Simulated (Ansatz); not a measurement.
Take SrO in the rock salt structure (space group Fm-3m, No. 225; a = 5.160 Å) as the base.

Calculations: Ansatz (an electronic-structure program), r2SCAN, PAW, cutoff 500 eV, without spin-orbit coupling.

One change was made to it. Results:

```json
[
 {"quantity": "band gap", "base": "3.80 eV", "after": "3.79 eV"},
 {"quantity": "volume per atom", "base": "17.17 Å³", "after": "16.91 Å³"}
]
```

Q: What was done to the base?
(A) pressure −2 GPa
(B) pressure 5 GPa
(C) pressure 7.5 GPa
(D) pressure 3 GPa
(E) pressure 1.5 GPa

A: E, pressure 1.5 GPa. For comparison, the volume per atom in the other runs: pressure 3 GPa gives 16.66 Å³; pressure −2 GPa gives 17.56 Å³; pressure 5 GPa gives 16.37 Å³; pressure 7.5 GPa gives 16.03 Å³.

Load acts through the strain it causes; cell and atoms are relaxed under it. Whether these cells are dynamically stable was not tested. Competing high-pressure phases were not computed.
